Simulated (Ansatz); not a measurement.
MgS under a change: holes 2.0×10^21 cm⁻³

The parent structure is MgS in the rock salt structure (space group Fm-3m, No. 225; a = 5.182 Å).

It is then changed as follows: 0.0696 holes added to each cell, a density of 2.0×10^21 cm⁻³, with a uniform compensating background at fixed cell and a 300 K Fermi–Dirac width.

Computed with PBEsol (Ansatz, a program for electronic structure), spin-orbit coupling left out. k-mesh 25×25×25 (Γ-centred); smearing 0.0259 eV (Fermi–Dirac).

- Gap between the host's bands: 2.80 eV (base 2.73 eV)
- Gap character: indirect, Γ → X (base indirect, Γ → X)
- Valley order (the lowest conduction-band minima on the path, energy above the VBM, named in the base's zone): X along ⟨100⟩ 2.80 eV; Γ 3.74 eV (base X along ⟨100⟩ 2.73 eV; Γ 3.69 eV)
- Fermi level relative to the doped band's edge (positive inside the band; to 0.05 eV): +0.15 eV

Final structure:

```yaml
crystal:
  lattice:
    - [0.00000, 2.59098, 2.59098]
    - [2.59098, 0.00000, 2.59098]
    - [2.59098, 2.59098, 0.00000]
  atoms:
    - { symbol: S, position: [0.00000, 0.00000, 0.00000] }
    - { symbol: Mg, position: [0.50000, 0.50000, 0.50000] }
```
Cell charge +0.069575.

Charged cell with a jellium background: band edges are those of the host's band count, energies are not comparable with the neutral cell, and many-body gap narrowing is missing. Stability against distortions was not tested.
